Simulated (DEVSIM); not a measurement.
System: illuminated Si p-on-n cell, one wavelength, at 300 K.

Layer 1 from the left is Si, thickness (μm) 0.460, Na (cm⁻³) 1.6e18, τn (s) 2.2e-7, τp (s) 5.8e-7, absorption coefficient (cm⁻¹) 470. Layer 2 from the left is Si, thickness (μm) 24.0, Nd (cm⁻³) 1.1e17, τn (s) 1.7e-6, τp (s) 1.7e-6, absorption coefficient (cm⁻¹) 470.

Left contact: ohmic, minority electron recombination velocity 20000 cm/s. Right contact: ohmic, minority hole recombination velocity 1000 cm/s. Voltage is applied to the left contact. Recombination: SRH at mid-gap, radiative, Auger. Light enters at the left, 8.2e17 photons cm⁻² s⁻¹, one pass, no reflection. Mobility is μmin + (μ − μmin)/(1 + (N/Nref)^α).

This is a model device: material constants are rounded textbook-type values typed into the input, and sizes, dopings and lifetimes were drawn at random. Values at 300 K.

Si: gap (eV) 1.124, affinity (eV) 4.05, permittivity 11.7, Nc (cm⁻³) 2.86e19, Nv (cm⁻³) 3.1e19, μn (cm²/Vs) 1417, μp (cm²/Vs) 470, μn,min 52, μp,min 45, Nref,n 9.7e16, Nref,p 2.2e17, αn 0.68, αp 0.72, B (cm³/s) 4.7e-15, Cn (cm⁶/s) 2.8e-31, Cp (cm⁶/s) 9.9e-32.

DEVSIM, 1D drift-diffusion, Boltzmann statistics, complete ionisation; no tunnelling, impact ionisation, image-force lowering or self-heating.

Dark forward current:

```tsv
|V| (V)	|J| (A/cm²)
0.05	6.826e-10
0.10	2.417e-9
0.15	7.187e-9
0.20	2.088e-8
0.25	6.281e-8
0.30	2.076e-7
0.35	8.079e-7
0.40	3.844e-6
0.45	2.172e-5
0.50	0.0001366
0.55	0.0009058
0.60	0.006153
0.65	0.04221
0.70	0.2899
0.75	1.955
0.80	12.07
0.85	63.78
0.90	294.3
0.95	1109
1.00	3214
```

Question: Work out the local ideality factor n = ΔV / (kT/q · ln(J2/J1)) between the rows 0.15 and 0.20 V, 0.65 and 0.70 V, 0.95 and 1.00 V.

Answer: kT/q = 25.85 mV. From 0.15 to 0.20 V: ln(2.088e-8/7.187e-9) = 1.067, n = 1.81. From 0.65 to 0.70 V: ln(0.2899/0.04221) = 1.927, n = 1.00, near the 1 of diffusion or emission over a barrier. From 0.95 to 1.00 V: ln(3214/1109) = 1.064, n = 1.82.

Question: What current could the absorbed light give at most, and what share is collected?

Answer: Σ αd = 1.15, so qΦ(1 − exp(−Σ αd)) = 89.8 mA/cm². The simulated short-circuit current is 74.85 mA/cm², a share of 0.83.

Question: Estimate the open-circuit voltage by superposition: the voltage at which the dark current equals that short-circuit current.

Answer: Interpolating ln J in the table gives 0.665 V. The simulation gives 0.665 V, the same within the digits that matter. Superposition holds where collection doesn't change with voltage.

Question: Estimate the fill factor from FF0 = (v − ln(v + 0.72))/(v + 1), v = qVoc/(nkT), with n from the dark curve.

Answer: The rows about Voc, 0.65 and 0.70 V, give n = 1.00, so v = 25.6 and FF0 = 0.840. The simulation gives 0.838, the same within the digits that matter.
